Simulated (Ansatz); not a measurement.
The starting structures come from a database of crystals and need not be the phases stable at ambient conditions.

The decay constant κ of evanescent states in the gap governs leakage through a thin film.

Data:

```xyz
12
Lattice="4.3666 0.0000 0.0000 0.0000 4.3666 0.0000 0.0000 0.0000 10.4038" Properties=species:S:1:pos:R:3 pbc="T T T"
Sn     0.0000     2.1833     1.3413
Sn     2.1833     0.0000     9.0625
Pb     0.0000     2.1833     6.4811
Pb     2.1833     0.0000     3.9227
F      0.0000     2.1833     3.4471
F      2.1833     0.0000     6.9568
F      2.1833     2.1833     5.2019
F      0.0000     0.0000     5.2019
F      0.0000     0.0000     1.9830
F      2.1833     2.1833     1.9830
F      2.1833     2.1833     8.4209
F      0.0000     0.0000     8.4209
```

Space group of this cell: P4/nmm. The cell was relaxed by PBE-D3(BJ); by r2SCAN its mean pressure is -2.5 GPa.

Transport runs along the normal of the first two printed cell vectors, the (001) plane of the conventional cell.

No gap correction and no spin-orbit coupling; mid-gap values are interpolated between computed energies.

Task: Estimate the band gap and the smallest decay constant κ at mid-gap that r2SCAN in Ansatz (a program for electronic structure) returns for this system.

Result: Gap 3.76 eV on a 8×8×4 mesh; κ = 0.394 1/Å, at the zone centre.
